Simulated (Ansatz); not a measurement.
Band structure of AgBr (Fm-3m, 2 atoms in the cell).

```yaml
crystal:
  lattice:
    - [0.00000, 2.88500, 2.88500]
    - [2.88500, 0.00000, 2.88500]
    - [2.88500, 2.88500, 0.00000]
  atoms:
    - { symbol: Ag, position: [0.00000, 0.00000, 0.00000] }
    - { symbol: Br, position: [0.50000, 0.50000, 0.50000] }
```

Method of the run: PBE (plane waves, PAW; Ansatz, a quantum-chemistry and plane-wave program).

Settings: kpoints.mp_grid.grid = 10 10 10; hamiltonian.xc = pbe; hamiltonian.pseudopotentials = {kind: paw} (the program's default PAW files); scf.occupations.method = fermi_dirac; scf.occupations.width = 0.05 eV; kpoints.band_path.npoints = 8.

The starting cell has typed, rounded lattice constants, without a prior relaxation at this level.

Task: Predict the gap along the standard path and the places of the band edges.

Result: The gap along the path is 0.68 eV, from L to Γ; the smallest direct gap on it is 2.56 eV.

Levels in eV from the top of the valence band on the path, bands 10 to 16:
| point | 10 | 11 | 12 | 13 | 14 | 15 | 16 |
|---|---|---|---|---|---|---|---|
| Γ | -2.73 | -1.88 | -1.88 | -1.88 | 0.68 | 9.93 | 9.93 |
| X | -2.58 | -2.34 | -2.34 | -2.25 | 1.63 | 7.09 | 9.00 |
| W | -2.33 | -2.24 | -2.24 | -1.49 | 3.77 | 7.14 | 7.67 |
| K | -2.39 | -2.17 | -1.98 | -1.17 | 2.98 | 6.84 | 8.21 |
| L | -2.44 | -2.10 | 0.00 | 0.00 | 3.78 | 6.50 | 6.80 |
| U | -2.39 | -2.17 | -1.98 | -1.17 | 2.98 | 6.84 | 8.21 |

Keys are those of Ansatz 0.2.
